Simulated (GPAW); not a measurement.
Worked example: self-consistent single point of BPt₂ (P1, 6 atoms in the cell) in GPAW.

Computed with LDA (Perdew-Wang 92), GPAW PAW datasets LDA (gpaw-data 1.0.1) (plane waves; GPAW).

The change in words: lattice scaled by 0.98. Reference geometry:
```
CELL_PARAMETERS angstrom
      2.92831     0.00000     0.00000
     -1.46416     2.53599     0.00000
      0.00000     0.00000    10.35722
ATOMIC_POSITIONS crystal
  B  0.66624 0.33274 0.75111
  B  0.33107 0.66195 0.24915
  Pt 0.67433 0.33732 0.38615
  Pt 0.32824 0.67210 0.61408
  Pt 0.32639 0.66283 0.88384
  Pt 0.67373 0.33307 0.11566
```

Reference input (self-consistent single point, DFT LDA (Perdew-Wang 92), plane waves, GPAW PAW datasets LDA (gpaw-data 1.0.1)): mode = pw; ecut = 950 eV; xc = LDA; kpts = 8 8 2; mesh shift (steps) = 0 0 0; occupations.name = fermi-dirac; occupations.width = 0.136 eV; nbands = -12; convergence.forces = 0.001 eV/Å; symmetry.symmorphic = false; symmetry.tolerance = 0.0005; maxiter = 120. This run's input differs from it in these lines:

```diff
@@ -5,5 +5,5 @@
 atoms = Atoms(['B', 'B', 'Pt', 'Pt', 'Pt', 'Pt'],
-              cell=[[2.928310, 0.000000, 0.000000],
-                    [-1.464155, 2.535991, 0.000000],
-                    [0.000000, 0.000000, 10.357220]],
+              cell=[[2.869744, 0.000000, 0.000000],
+                    [-1.434872, 2.485271, 0.000000],
+                    [0.000000, 0.000000, 10.150076]],
               scaled_positions=[[0.666236, 0.332740, 0.751114],
```

Log, with long lists cut:

```
     iter     time        total  log10-change:
                         energy   eigst   dens  force
iter:   1 --:--:--   -52.837338
iter:   2 --:--:--   -51.265839   -1.22  -1.24
iter:   3 --:--:--   -48.053690   -1.00  -1.30
iter:   4 --:--:--   -48.039553   -2.66  -1.70
iter:   5 --:--:--   -47.783524   -2.19  -1.72
iter:   6 --:--:--   -47.735293   -3.12  -1.93
iter:   7 --:--:--   -47.731511   -2.19  -2.04
iter:   8 --:--:--   -47.672748   -2.77  -2.18
iter:   9 --:--:--   -47.673073   -4.17  -2.91
iter:  10 --:--:--   -47.673976c  -4.18  -2.94
iter:  11 --:--:--   -47.673578c  -4.50  -2.97
iter:  12 --:--:--   -47.673383c  -5.22  -3.25
iter:  13 --:--:--   -47.673282c  -5.11  -3.44
iter:  14 --:--:--   -47.673288c  -6.21  -3.75
iter:  15 --:--:--   -47.673292c  -6.93  -3.79
iter:  16 --:--:--   -47.673295c  -6.90  -3.83
iter:  17 --:--:--   -47.673298c  -6.77  -3.90
iter:  18 --:--:--   -47.673286c  -7.35  -4.03c
iter:  19 --:--:--   -47.673271c  -7.37  -4.20c
iter:  20 --:--:--   -47.673264c  -7.92c -4.43c
iter:  21 --:--:--   -47.673260c  -7.86c -4.60c -2.38
iter:  22 --:--:--   -47.673260c  -8.48c -4.74c -2.76
iter:  23 --:--:--   -47.673259c  -8.84c -4.87c -3.02c
Converged after 23 iterations.

Dipole moment: (-0.000806, 0.049675, -0.045784) |e|*Ang

Energy contributions relative to reference atoms: (reference = -2001712.224043)

Kinetic:        +16.108855
Potential:      -17.804563
External:        +0.000000
XC:             -43.441484
Entropy (-ST):   -0.170137
Local:           -2.450998
SIC:             +0.000000
--------------------------
Free energy:    -47.758328
Extrapolated:   -47.673259

Showing only first 2 kpts
 Kpt  Band  Eigenvalues  Occupancy
  0    33      9.86399    2.00000
  0    34     10.81363    1.99990
  0    35     10.85804    1.99986
  0    36     12.12235    1.12029

  1    33     10.43961    1.99999
  1    34     10.50725    1.99999
  1    35     10.52663    1.99999
  1    36     13.14078    0.00142

Fermi level: 12.15523

No gap
   [... lines left out ...]
  0 B    -0.14078    0.02470   -0.22598
  1 B     0.15201    0.13825    0.18114
  2 Pt   -0.06093   -0.08490   -0.18364
  3 Pt    0.07551   -0.05334    0.13279
  4 Pt    0.06320    0.02555    0.31099
  5 Pt   -0.08900   -0.05014   -0.21518

Stress tensor:
    -0.034164    -0.003811    -0.000363
    -0.003811    -0.031412    -0.000923
    -0.000363    -0.000923    -0.041311
Stress (GPa, Voigt): [-5.4737 -5.0327 -6.6188 -0.1479 -0.0581 -0.6107]
```

The run converged in 23 iterations. GPAW prints stress with tension positive. Against the reference run the free energy drops by 14.1 meV/atom and the largest force goes from 0.630 to 0.318 eV/Å.

At such cutoffs GPAW's stress carries a finite-basis (Pulay) error, which enters relaxed cells too; its log prints stress with tension positive.

The starting cell comes from a database of computed structures (which also holds hypothetical and non-ambient phases and stackings), without a prior relaxation at this level. Its atoms were displaced at random from the sites of space group no. 194. For this run, on top of that: lattice scaled by 0.98. Spin polarisation is off.

Cost on one core of a shared machine: roughly 3 min.
